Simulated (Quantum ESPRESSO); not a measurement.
Input and output of a self-consistent single point for KTlSe2 (P1, 8 atoms in the cell) (Quantum ESPRESSO).

Level of theory: LDA (PZ), GBRV 1.5 ultrasoft (LDA) pseudopotentials (plane waves; Quantum ESPRESSO 7.5).

The change in words: atoms moved at random. Reference geometry:
```xyz
8
Lattice="-4.0679 4.0679 3.5662 4.0679 -4.0679 3.5662 4.0679 4.0679 -3.5662" Properties=species:S:1:pos:R:3 pbc="T T T"
K      0.0000     0.0000     1.7831
K      0.0000     0.0000     5.3494
Tl     0.0000     4.0679     1.7831
Tl     4.0679     0.0000     1.7831
Se     1.4352     5.5031     0.0000
Se     2.6328    -1.4352     3.5662
Se     2.6328     1.4352     0.0000
Se     1.4352     2.6328     3.5662
```

Reference input (self-consistent single point, DFT, LDA (PZ), plane waves, GBRV 1.5 ultrasoft (LDA) pseudopotentials): ecutwfc = 40 Ry; ecutrho = 200 Ry; occupations = fixed; potentials = {K: k_lda_v1.4.uspp.F.UPF, Tl: tl_lda_v1.2.uspp.F.UPF, Se: se_lda_v1.uspp.F.UPF}; K_POINTS = automatic 3 3 3 0 0 0; nbnd = 42; conv_thr = 1e-10 Ry; mixing_beta = 0.7. This run's input differs from it in these lines:

```diff
@@ -31,10 +31,10 @@
 ATOMIC_POSITIONS angstrom
-K     0.000000000    0.000000000    1.783117500
-K     0.000000000    0.000000000    5.349352500
-Tl    0.000000000    4.067915000    1.783117500
-Tl    4.067915000    0.000000000    1.783117500
-Se    1.435160412    5.503075412    0.000000000
-Se    2.632754588   -1.435160412    3.566235000
-Se    2.632754588    1.435160412    0.000000000
-Se    1.435160412    2.632754588    3.566235000
+K     0.036403771   -0.010011139    1.821037277
+K    -0.009645027    0.076082214    5.325248318
+Tl   -0.043067016    4.007543073    1.773114211
+Tl    4.076453554   -0.049299062    1.755140386
+Se    1.420300319    5.505414463   -0.010873450
+Se    2.620266089   -1.419303679    3.550978647
+Se    2.623638391    1.457806495    0.037277854
+Se    1.479403055    2.635520770    3.579244625
 K_POINTS automatic
```

Output, abridged:

```
     Self-consistent Calculation

     iteration #  1     ecut=    40.00 Ry     beta= 0.70

     Threshold (ethr) on eigenvalues was too large:
     Diagonalizing with lowered threshold

     negative rho (up, down):  1.055E-01 0.000E+00

     total energy              =    -576.46987837 Ry
     estimated scf accuracy    <       0.61175728 Ry

     iteration #  2     ecut=    40.00 Ry     beta= 0.70

     negative rho (up, down):  1.059E-01 0.000E+00

     total energy              =    -576.67704252 Ry
     estimated scf accuracy    <       0.45871911 Ry

     iteration #  3     ecut=    40.00 Ry     beta= 0.70

     negative rho (up, down):  1.074E-01 0.000E+00

     total energy              =    -576.76721341 Ry
     estimated scf accuracy    <       0.00848315 Ry

   [... 9 blocks of this kind left out ...]

     iteration # 13     ecut=    40.00 Ry     beta= 0.70
     c_bands:  2 eigenvalues not converged
     c_bands:  4 eigenvalues not converged

     negative rho (up, down):  1.078E-01 0.000E+00

     total energy              =    -576.77488841 Ry
     estimated scf accuracy    <          1.2E-10 Ry

     iteration # 14     ecut=    40.00 Ry     beta= 0.70

     negative rho (up, down):  1.078E-01 0.000E+00
     End of self-consistent calculation

     highest occupied, lowest unoccupied level (ev):     4.8190    5.8205

!    total energy              =    -576.77488841 Ry
     estimated scf accuracy    <          4.7E-12 Ry

     convergence has been achieved in  14 iterations

     negative rho (up, down):  1.078E-01 0.000E+00

     Forces acting on atoms (cartesian axes, Ry/au):

     atom    1 type  1   force =    -0.00136746   -0.00047699   -0.00255293
     atom    2 type  1   force =    -0.00029380   -0.00283964    0.00255597
     atom    3 type  2   force =     0.00715914    0.01319284    0.00664890
     atom    4 type  2   force =     0.00159667    0.01148370    0.00418526
     atom    5 type  3   force =    -0.00790347   -0.00924650    0.00219222
     atom    6 type  3   force =    -0.00151200   -0.00427553   -0.00123349
   [... lines left out ...]
     Total force =     0.031118     Total SCF correction =     0.000004
   [... lines left out ...]

     negative rho (up, down):  1.078E-01 0.000E+00
          total   stress  (Ry/bohr**3)                   (kbar)     P=      -32.91
  -0.00021902   0.00001346   0.00000692          -32.22        1.98        1.02
   0.00001346  -0.00021562   0.00000703            1.98      -31.72        1.03
   0.00000692   0.00000703  -0.00023647            1.02        1.03      -34.79

   JOB DONE.
```

The run converged in 14 iterations. Against the reference run the free energy goes up by 5.4 meV/atom, the pressure goes from -3.16 to -3.29 GPa, the largest force goes from 0.142 to 0.422 eV/Å and the gap on the mesh goes from 1.018 to 1.002 eV.

The starting cell comes from a database of computed structures (which also holds hypothetical and non-ambient phases and stackings), without a prior relaxation at this level. For this run, on top of that: atoms moved at random. Spin-orbit coupling is off. With a pressure of about -3 GPa the cell is away from its equilibrium volume at this level.

Cost on one core of a shared machine: roughly 3 min.
